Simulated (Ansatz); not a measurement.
BN: energy against strain

BN (zinc blende, F-43m, 5.860 Å³/atom at rest) under an equal strain ε in the (001) plane with the normal axis free, as in a coherent film. PBEsol in Ansatz, a plane-wave DFT program (PAW, default set), 420 eV, 16×16×16 Γ-centred mesh, Fermi-Dirac smearing 0.05 eV; ions are relaxed within the symmetry of each cell.

Here s stands for strain and y for E less E0.

| strain (%) | E less E0 (meV/atom) |
|---|---|
| -1.50 | 7.57 |
| -1.00 | 3.33 |
| -0.50 | 0.82 |
| 0.00 | 0.00 |
| 0.50 | 0.80 |
| 1.00 | 3.21 |
| 1.50 | 7.10 |
| 3.00 | ? |

The 7 complete rows are fitted with a parabola, y against s. Least squares gives y = 0.000 - 0.1193·s + 3.2614·s². Residuals (row less fit): 0.053, -0.051, -0.055, 0.000, 0.044, 0.068, -0.059; standard error 0.068 (degrees of freedom: 4). Twice the quadratic coefficient over the volume, 2 × 3.2614 meV × 10⁴ × 0.1602 / 5.860 Å³, is twice the biaxial elastic modulus of this plane = 1784 ± 16 GPa.

Estimate the missing y (s = 3.00); what did the run itself give?

y = 0.000 - 0.1193 × 3.0 + 3.2614 × 3.0² = 28.995 meV/atom. The calculation gives 27.57 meV/atom, 1.425 meV/atom below the prediction (5.2 % of the range of y in the table). The row lies outside the fitted rows, so this is an extrapolation. From the scatter of the fitted rows alone, a prediction at this place has a standard error of 0.260 meV/atom, so the miss is 5.5 times that.

One order more, fitted to all 13 runs of the series, follows each within 0.02, so the miss is the next term of a smooth law. Rows are the converged runs of the series near zero and its far end; series whose fitted rows scatter by over a few per cent of the range, as at a crossing or softening among them, aren't shown in this form. Most that stay on the fit to the last digits aren't either.
